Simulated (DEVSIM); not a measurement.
**abrupt Si n-p junction**

System: abrupt Si n-p junction, at 300 K.

```tsv
layer (left to right)	material	thickness (μm)	Nd (cm⁻³)	Na (cm⁻³)	τn (s)	τp (s)
1	Si	4.00	1.1e16	-	1.5e-7	1.5e-7
2	Si	44.0	-	2e15	1.5e-7	1.5e-7
```

Left contact: ohmic. Right contact: ohmic. Voltage is applied to the left contact. Recombination: SRH at mid-gap, Auger. Mobility is μmin + (μ − μmin)/(1 + (N/Nref)^α).

The device is made up for the run: typed textbook-type constants, with dimensions and the other settings drawn at random. Values at 300 K.

| parameter | Si |
|---|---|
| gap (eV) | 1.124 |
| affinity (eV) | 4.05 |
| permittivity | 11.7 |
| Nc (cm⁻³) | 2.86e19 |
| Nv (cm⁻³) | 3.1e19 |
| μn (cm²/Vs) | 1417 |
| μp (cm²/Vs) | 470 |
| μn,min | 52 |
| μp,min | 45 |
| Nref,n | 9.7e16 |
| Nref,p | 2.2e17 |
| αn | 0.68 |
| αp | 0.72 |
| Cn (cm⁶/s) | 2.8e-31 |
| Cp (cm⁶/s) | 9.9e-32 |

Model (solved in DEVSIM): 1D drift-diffusion, Boltzmann statistics, complete ionisation; no tunnelling, impact ionisation, image-force lowering or self-heating.

```
Quantity                                            Value
---------------------------------------------  ----------
Potential step across the device at zero bias     0.671 V
Largest field in the device at zero bias       18000 V/cm
Dark forward voltage at 1 A/cm²                   0.595 V
Dark forward voltage at 100 A/cm²                 1.071 V
```

Small-signal capacitance in reverse bias (quasi-static):

```json
[
 {"V (V)": "0.1", "C (nF/cm²)": "14.0"},
 {"V (V)": "0.25", "C (nF/cm²)": "12.7"},
 {"V (V)": "0.5", "C (nF/cm²)": "11.2"},
 {"V (V)": "0.75", "C (nF/cm²)": "10.1"},
 {"V (V)": "1", "C (nF/cm²)": "9.31"},
 {"V (V)": "1.5", "C (nF/cm²)": "8.14"},
 {"V (V)": "2", "C (nF/cm²)": "7.32"},
 {"V (V)": "2.5", "C (nF/cm²)": "6.71"},
 {"V (V)": "3.25", "C (nF/cm²)": "6.03"},
 {"V (V)": "4", "C (nF/cm²)": "5.51"},
 {"V (V)": "5", "C (nF/cm²)": "5.00"}
]
```

Dark forward current:

(V (V), J (A/cm²)): (-0.05, -6.9e-8); (-0.15, -7.9e-7); (-0.20, -2.5e-6); (-0.30, -3.9e-5); (-0.40, -0.0012); (-0.45, -0.0075); (-0.55, -0.28); (-0.60, -1.1); (-0.70, -6.6); (-0.80, -19); (-0.85, -29); (-0.95, -55); (-1.05, -91); (-1.10, -110); (-1.20, -160); (-1.25, -190); (-1.35, -260); (-1.45, -330); (-1.50, -370); (-1.60, -460)
